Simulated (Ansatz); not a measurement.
Ga$_{3}$Os (space group P4_2/mnm, No. 136; a cell from a computed database, its experimental status unchecked)

Ga$_{3}$Os is taken in the tetragonal space group P4₂/mnm (No. 136), Pearson symbol tP16. Cell: a = 6.473 Å, b = 6.473 Å, c = 6.745 Å, α = 90.00°, β = 90.00°, γ = 90.00°. Ga1 on 8j sees 3 Os at 2.465–2.581 Å. Ga2 on 4c has 2 Os at 2.435 Å (linear). Os on 4g is surrounded by 8 Ga at 2.435–2.581 Å and 1 Os at 2.915 Å. (Neighbours: up to the widest gap in distance over summed covalent radii, below 1.35, at either atom.)

Calculations: PBEsol, PAW, 420 eV (Ansatz, a quantum-chemistry and plane-wave program; without spin-orbit coupling). Γ-centred 6×6×6 mesh, Fermi–Dirac width 0.05 eV.

```json
{
  "volume_per_atom": "17.66 Å³",
  "density": "9.39 g/cm³",
  "band_gap": "0.66 eV, indirect, A–Z (20 % along) → k = (0, 0, 1/3) in the run's primitive reciprocal basis",
  "electron_mass": "0.66 mₑ along k, 0.58 mₑ across",
  "total_energy": "-5620.414 eV/atom (σ→0; compares only within this code and set-up)"
}
```

With Os present, leaving out spin-orbit coupling can change the band edges. Effective masses come from finite differences of ±0.01 Å⁻¹. Along k means along the line from Γ to the band edge. Stability against distortions was not tested.
